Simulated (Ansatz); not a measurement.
Structure of amorphous Zr20O42Ge (periodic cell):

```xyz
63
Lattice="9.3835 0.1952 0.0659 0.1952 9.3566 0.0007 0.0659 0.0007 9.2826" Properties=species:S:1:pos:R:3 pbc="T T T"
Zr     2.7284     1.2228     3.2852
Zr     4.4361     9.1078     6.0444
Zr     5.9242     3.6566     8.6873
Zr     2.9509     3.3712     6.1198
Zr     9.5510     7.5980     8.6464
Zr     0.4727     0.8290     5.7941
Zr     8.6269     2.8229     1.9382
Zr     6.5176     7.1488     0.6383
Zr     5.9180     5.8336     6.3436
Zr     7.7773     6.5635     3.7122
Zr     2.3394     6.8763     6.3753
Zr     2.4045     3.1685     0.6248
Zr     7.8119     3.6091     5.0406
Zr     9.2313     3.7286     8.0156
Zr     0.4844     8.4113     2.4790
Zr     1.6728     4.8418     3.2523
Zr     6.7305     0.5962     3.6023
Zr     3.0387     8.7123     0.2205
Zr     4.4741     7.5793     3.0806
Zr     5.0710     4.1785     2.9268
O      2.1244     3.4602     7.9298
O      8.2671     0.8719     2.1259
O      1.8990     4.9541     1.3169
O      5.9840     1.6430     8.6347
O      6.6227     2.6857     3.0313
O      2.1611     5.0988     5.4380
O      3.5366     0.2377     7.8292
O      6.2790     8.4963     2.2910
O      4.6228     4.1026     6.9992
O      4.5131     7.4960     0.8602
O      0.9802     8.8247     0.5092
O      4.5871     0.4466     3.9383
O      8.6549     1.3164     7.5565
O      0.4919     2.4405     0.2591
O      9.4601     5.6965     8.0694
O      8.5201     7.2291     1.2732
O      3.4889     3.1926     3.8913
O      0.4496     2.9979     5.9538
O      2.6115     1.3581     5.6373
O      5.8489     7.2257     4.6781
O      3.6701     5.7223     3.1970
O      6.2606     5.7832     8.4228
O      7.6475     3.7617     0.4084
O      6.2720     5.8289     2.3119
O      3.1238     1.3337     1.2528
O      0.7450     8.2199     6.5864
O      3.0963     8.0182     4.9025
O      6.1921     0.3762     6.1019
O      2.7089     8.5179     2.3980
O      2.2430     7.0991     8.4008
O      5.9189     4.4325     4.7866
O      1.3277     2.7831     2.6332
O      7.3309     3.7049     7.0376
O      7.4932     8.3712     8.3746
O      4.3973     7.1308     6.8442
O      0.9400     0.4514     3.8511
O      4.5084     3.7367     0.9517
O      8.2963     8.4764     4.0291
O      8.1315     1.6349     4.8676
O      7.8973     5.8373     5.5677
O      0.6304     6.5627     3.4127
O      8.7375     4.4779     3.3791
Ge     7.0319     0.6473     7.6623
```

Level of theory: PBE, scalar-relativistic without spin-orbit coupling (plane waves to 420 eV, PAW; Ansatz, a program for electronic structure).

It comes from a melt-quench run on a machine-learned potential (CHGNet), relaxed afterwards by DFT. O atoms were pushed apart under 1.9 Å during the dynamics, to hinder bonds among them. The hot cell started wider than the set density and was brought back towards it in steps. It is the lowest in DFT energy of 2 quenches. It is a model cell: composition and starting density were chosen by hand, and all elements were melted together. No dispersion term was used. Its density started from a set value of 5.24 and ended at 5.24 g/cm³. The simulated quench (nominally 450 K/ps over its main leg) is rapid and tends to freeze in more defects than a deposited or slowly cooled glass has. One small periodic cell is one sample of the glass; other quenches scatter about these values. The volume was held where the preparation left it and the shape relaxed, at a PBE pressure of 2.7 GPa. Stress components on the final sampling reach 3.2 GPa. Cycles of charging lowered its energy after that relaxation.

Cut-offs for bonds: Zr-Zr 3.41 Å, Zr-O 2.82 Å, Zr-Ge 3.03 Å, O-O 1.58 Å, O-Ge 2.23 Å, Ge-Ge 2.81 Å. Two cations that share two anions don't count as bonded, nor two that share one unless they lie closer than Zr-Zr 3.32 Å, Zr-Ge 2.94 Å, Ge-Ge 2.57 Å.

Problem. Give the coordination numbers, mean bond lengths and angles.

Solution. 
| Quantity | Value |
|---|---|
| Mean coordination of Zr by anions | 6.50 (1 with 5, 9 with 6, 9 with 7, 1 with 8) |
| Mean coordination of O | 3.19 (4 with 2, 26 with 3, 12 with 4) |
| Mean coordination of Ge by anions | 4.00 (1 with 4) |
| Mean Zr-O bond | 2.165 Å (spread 0.152 Å, 130 counted) |
| Mean O-Ge bond | 1.774 Å (spread 0.024 Å, 4 counted) |
| Bond angle at Zr | mean 102.1°, spread 29.5° |
| Bond angle at O | mean 112.6°, spread 17.9° |
| Bond angle at Ge | mean 109.5°, spread 4.3° |

Problem. List the pairs of like atoms that count as bonded by the rules above.

Solution. There are none by these rules.
